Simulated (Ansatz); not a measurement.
Amorphous In₂₄O₃₉Y₂, 65 atoms at 6.40 g/cm³, one PBE-relaxed geometry, zone centre. Methods: PBE, scalar-relativistic without spin-orbit coupling (Ansatz, a program for electronic structure); r2SCAN, scalar-relativistic without spin-orbit coupling (Ansatz); HSE06, scalar-relativistic without spin-orbit coupling (Ansatz). Plane waves to 420 eV (r2SCAN 500 eV); exact exchange is cut at the cell's faces. All rungs ran without spin polarisation.

The cell was made by melting and quenching with the CHGNet potential and then relaxed with DFT. O atoms were pushed apart under 1.9 Å during the dynamics, to hinder bonds among them. The hot cell started wider than the set density and was brought back towards it in steps. It is the lowest in DFT energy of 2 quenches. It is a model cell: composition and starting density were chosen by hand, and all elements were melted together. No dispersion term was used. Its density started from a set value of 6.39 and ended at 6.40 g/cm³. The quench (nominally 220 K/ps over its main leg) was far faster than any real one, so the model tends to hold more defects than a real film. One small periodic cell is one sample of the glass; other quenches scatter about these values. Volume and shape were free in the relaxation.

The relaxation ran on the zone centre alone. At PBE the gap is 0.62 eV on a 2×2×2 Γ-centred mesh, and the spacing at the zone centre alone 0.63 eV.

Problem. What zone-centre spacing does r2SCAN give, roughly?

Solution. 1.06 eV (+0.43 eV against PBE).

Problem. What zone-centre spacing does HSE06 give, roughly?

Solution. 2.00 eV (+1.38 eV against PBE).

The highest filled and the lowest empty state spread over these numbers of atoms (participation numbers): PBE: 13.3 and 61.3; r2SCAN: 13.3 and 60.7; HSE06: 15.8 and 60.2.
